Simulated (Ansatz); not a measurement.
The starting structures come from a database of crystals and need not be the phases stable at ambient conditions.

Given:

```xyz
4
Lattice="4.0039 0.0000 0.0000 0.0000 5.6232 0.0000 0.0000 0.0000 4.0039" Properties=species:S:1:pos:R:3 pbc="T T T"
Zn     0.0000     0.0000     0.0000
Sn     2.0019     2.8116     2.0019
P      2.0019     4.3464     0.0000
P      0.0000     1.2768     2.0019
```

Space group of this cell: P-4m2. The cell is taken as given.

The current runs along the normal of the first two printed vectors, the (100) plane. All runs by Ansatz (a quantum-chemistry and plane-wave program), plane waves and PAW, without spin-orbit coupling; the base is r2SCAN.

```tsv
run	mean pressure (GPa)	gap (eV)	mid-gap κ (1/Å)
base	0.1	0.87	0.070
all lengths scaled by 0.98	5.4	1.05	0.086
all lengths scaled by 1.02	-3.8	0.66	0.051
lda in place of r2scan	-2.7	…	…
lengths along the current scaled by 0.97, ions clamped	2.7	…	…
pbesol in place of r2scan	-0.8	…	…
```

Task: What belongs in the gaps?

Result: 
- lda in place of r2scan, gap (eV): 0.40
- lda in place of r2scan, mid-gap κ (1/Å): 0.033
- lengths along the current scaled by 0.97, ions clamped, gap (eV): 0.74
- lengths along the current scaled by 0.97, ions clamped, mid-gap κ (1/Å): 0.074
- pbesol in place of r2scan, gap (eV): 0.49
- pbesol in place of r2scan, mid-gap κ (1/Å): 0.041
